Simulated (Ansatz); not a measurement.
The reference is HfO$_{2}$ (space group P2_1/c, No. 14).

```
HfO2
1.0
    5.11406     0.00000     0.00000
    0.00000     5.18158     0.00000
   -0.87114     0.00000     5.22313
Hf O
4 8
Direct
  0.27621   0.04185   0.20822
  0.72379   0.54185   0.29178
  0.72379   0.95815   0.79178
  0.27621   0.45815   0.70822
  0.07006   0.33377   0.34402
  0.92994   0.83377   0.15598
  0.92994   0.66623   0.65598
  0.07006   0.16623   0.84402
  0.44796   0.75767   0.47851
  0.55204   0.25767   0.02149
  0.55204   0.24233   0.52149
  0.44796   0.74233   0.97851
```

Cartesian axes are those of the cell as printed.

Structures relaxed with r2SCAN, PAW, 500 eV (Ansatz, a first-principles code; without spin-orbit coupling).

Base:

Simulated powder pattern, Co Kα, λ = 1.79026 Å (kinematic, ideal powder, no thermal factors, no anomalous dispersion; the 10 strongest lines at most, above 2 %, up to 2θ = 90°):

| 2θ (°) | I/Imax (%) | hkl |
|---|---|---|
| 28.17 | 14 | (011) |
| 33.01 | 100 | (1 1 -1) |
| 37.01 | 79 | (111) |
| 40.09 | 25 | (002) |
| 40.43 | 20 | (020) |
| 41.57 | 23 | (200) |
| 47.96 | 15 | (2 1 -1) |
| 58.24 | 18 | (022) |
| 59.38 | 21 | (220) |
| 64.34 | 14 | (202) |

Perturbation: the symmetric strain tensor [0.0090 -0.0001 0.0141; -0.0001 -0.0018 -0.0021; 0.0141 -0.0021 -0.0062], atoms relaxed at fixed cell.

Task: Predict the new powder pattern.

Result: 
Simulated powder pattern, Co Kα, λ = 1.79026 Å (kinematic, ideal powder, no thermal factors, no anomalous dispersion; the 10 strongest lines at most, above 2 %, up to 2θ = 90°):

```csv
2θ (°),I/Imax (%),hkl
33.23,100,(1 1 -1)
33.31,99,(-1 1 1)
36.59,82,(1 -1 1)
36.71,81,(111)
40.36,50,(002)
40.50,41,(020)
41.02,49,(200)
58.98,22,(2 -2 0)
59.04,22,(220)
63.33,24,(202)
```

The indices refer to the base's conventional cell; one index is shown for lines that coincide. The space group is now P-1 (No. 2).

Stability against distortions was not tested.
